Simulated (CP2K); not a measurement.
CP2K run on SnTe (I4mm, 2 atoms in the cell): self-consistent single point.

Computed with PBEsol, GPW, DZVP-MOLOPT-PBE-GTH basis, GTH-PBE potentials (POTENTIAL_UZH) (CP2K 2026.2).

```xyz
2
Lattice="4.4466 0.0000 0.0000 2.2233 3.8508 0.0000 2.2233 1.2836 3.6306" Properties=species:S:1:pos:R:3 pbc="T T T"
Sn     0.0354     0.0204    -0.0289
Te     4.4466     2.5672     1.8153
```

Reference input (self-consistent single point, DFT PBEsol, GPW, DZVP-MOLOPT-PBE-GTH basis, GTH-PBE potentials (POTENTIAL_UZH)): CUTOFF = 500 Ry; REL_CUTOFF = 60 Ry; SMEAR/METHOD = FERMI_DIRAC; ELECTRONIC_TEMPERATURE = 116.05 K; KPOINTS/SCHEME = MONKHORST-PACK 3 3 3; XC_FUNCTIONAL = PBE:PBESOL; Sn/BASIS_SET = DZVP-MOLOPT-PBE-GTH-q14; Sn/POTENTIAL = GTH-PBE-q14; Te/BASIS_SET = DZVP-MOLOPT-PBE-GTH-q6; Te/POTENTIAL = GTH-PBE-q6; METHOD = GPW; EPS_DEFAULT = 1e-10. This run's input differs from it in these lines:

```diff
@@ -39,3 +39,3 @@
     &KPOINTS
-      SCHEME MONKHORST-PACK 3 3 3
+      SCHEME MONKHORST-PACK 5 5 5
     &END KPOINTS
```

Log, with long lists cut:

```
 SCF WAVEFUNCTION OPTIMIZATION

  Step     Update method      Time    Convergence         Total energy    Change
     1 NoMix/Diag. 0.20E+00      -     0.35559585       -75.6472755155 -7.56E+01
     2 Broy./Diag. 0.20E+00      -     0.02098752       -75.8719080036 -2.25E-01
     3 Broy./Diag. 0.20E+00      -     0.04359202       -75.7269774584  1.45E-01
     4 Broy./Diag. 0.20E+00      -     0.00228312       -75.6307456465  9.62E-02
     5 Broy./Diag. 0.20E+00      -     0.00155572       -75.6127019572  1.80E-02
     6 Broy./Diag. 0.20E+00      -     0.00034047       -75.6180239873 -5.32E-03
     7 Broy./Diag. 0.20E+00      -     0.00003116       -75.6212288148 -3.20E-03
     8 Broy./Diag. 0.20E+00      -     0.00002003       -75.6210408862  1.88E-04
     9 Broy./Diag. 0.20E+00      -     0.00000226       -75.6209999601  4.09E-05
    10 Broy./Diag. 0.20E+00      -     0.00000343       -75.6209864490  1.35E-05
    11 Broy./Diag. 0.20E+00      -     0.00000009       -75.6209847566  1.69E-06
  *** SCF run converged in    11 steps ***

  Overlap energy of the core charge distribution:               0.00000000000137
  Self energy of the core charge distribution:               -125.01755324238016
  Core Hamiltonian energy:                                     35.39745720933765
  Hartree energy:                                              23.92055253630851
  Exchange-correlation energy:                                 -9.92144125982562
  Electronic entropic energy:                                  -0.00000000000000
  Fermi energy:                                                 0.22155640177115

  Total energy:                                               -75.62098475655824
  Total energy (extrapolated to T->0):                        -75.62098475655824

   [... lines left out ...]

 STRESS| Analytical stress tensor [bar]
 STRESS|                        x                   y                   z
 STRESS|      x        1.08829564607E+03   1.05078253508E+02  -1.50194513974E+02
 STRESS|      y        1.05078253508E+02   9.67710581804E+02  -8.73490750631E+01
 STRESS|      z       -1.50194513974E+02  -8.73490750631E+01   1.03017527593E+03
 STRESS| 1/3 Trace                                             1.02872716794E+03
```

The run converged in 11 iterations. Against the reference run the free energy goes up by 47.8 meV/atom, the pressure goes from 0.27 to 0.10 GPa, the largest force goes from 0.065 to 0.040 eV/Å and the gap on the mesh goes from 1.488 to 0.719 eV.

The starting cell has typed, rounded lattice constants, without a prior relaxation at this level. Its lattice was rescaled by up to half a per cent. One atom was moved a little off its site on purpose. Spin-orbit coupling is off. Values carry the incompleteness of an atom-centred basis. The potentials were made for another functional than the one used. Another mesh or the band path of this cell gives a smaller gap, so this value is not converged in the mesh.
